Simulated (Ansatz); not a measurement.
# Fermi-surface data of TiC under load (space group Fm-3m)

Here is the system:

```
TiC
1.0
    0.00000     2.15190     2.15190
    2.15190     0.00000     2.15190
    2.15190     2.15190     0.00000
Ti C
1 1
Direct
  0.00000   0.00000   0.00000
  0.50000   0.50000   0.50000
```

All values below come from PBEsol, rigid bands (plane waves, PAW, scalar-relativistic; Ansatz, a first-principles code). Condition of this run: hydrostatic pressure -2 GPa (the target of the relaxation). Geometry: cell and atoms relaxed with PBEsol, then loaded as said.

The density of states at the Fermi level is 0.291 states/(eV·cell), both spins. The bare Sommerfeld coefficient is 0.34 mJ/(mol of atoms·K²). The drude plasma energy comes out as 3.6 eV, the root-mean-square Fermi velocity comes out as 5.8e5 m/s and the resistivity times τ is 38 ×10⁻²² Ω·m·s.

A metal at this level (no band gap); rigid bands, thermally averaged at 300 K, both spins. Spin-orbit coupling is left out. τ is one relaxation time for all states.
